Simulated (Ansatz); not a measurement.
This Ansatz (a first-principles code) input is the reference run, Mg$_{2}$Sn (space group Fm-3m, No. 225), computed with LDA (Ansatz; PAW; 420 eV plane waves; scalar-relativistic without spin-orbit coupling):

Ansatz 0.2 input:
```yaml
crystal:
  lattice:
    - [0, 3.3319194494, 3.3319194494]
    - [3.3319194494, 0, 3.3319194494]
    - [3.3319194494, 3.3319194494, 0]
  atoms:
    - { symbol: Mg, position: [0.25, 0.25, 0.25] }
    - { symbol: Mg, position: [0.75, 0.75, 0.75] }
    - { symbol: Sn, position: [0, 0, 0] }
basis: { ecutwfc: 420, ecutrho_ratio: 4, xc_grid: 2, fft_grid_basis: typed }
kpoints: { mp_grid: { grid: [12, 12, 12] } }
hamiltonian:
  xc: lda
  dispersion: none
  pseudopotentials: { kind: paw }
scf: { occupations: { method: fermi_dirac, width: 0.05 }, convergence: { dr2_threshold: 0.0000000003 } }
output: { forces: true, stress: true }
checkpoint: { write: state.ck, write_every: 1000 }
```

Task: Write the input for this change: hydrostatic tension (pressure −1 GPa).

Result: 
Ansatz 0.2 input:
```yaml
crystal:
  lattice:
    - [0, 3.3319194494, 3.3319194494]
    - [3.3319194494, 0, 3.3319194494]
    - [3.3319194494, 3.3319194494, 0]
  atoms:
    - { symbol: Mg, position: [0.25, 0.25, 0.25] }
    - { symbol: Mg, position: [0.75, 0.75, 0.75] }
    - { symbol: Sn, position: [0, 0, 0] }
basis: { ecutwfc: 420, ecutrho_ratio: 4, xc_grid: 2, fft_grid_basis: typed }
kpoints: { mp_grid: { grid: [12, 12, 12] } }
hamiltonian:
  xc: lda
  dispersion: none
  pseudopotentials: { kind: paw }
scf: { occupations: { method: fermi_dirac, width: 0.05 } }
relax: { f_tol: 0.01, max_steps: 60, cell: { stress_tol: 0.02, p_target: -1.0 } }
output: { forces: true, stress: true }
checkpoint: { write: state.ck, write_every: 1000 }
```
This is the input that was run.

Load acts through the strain it causes; cell and atoms are relaxed under it. Whether these cells are dynamically stable was not tested.
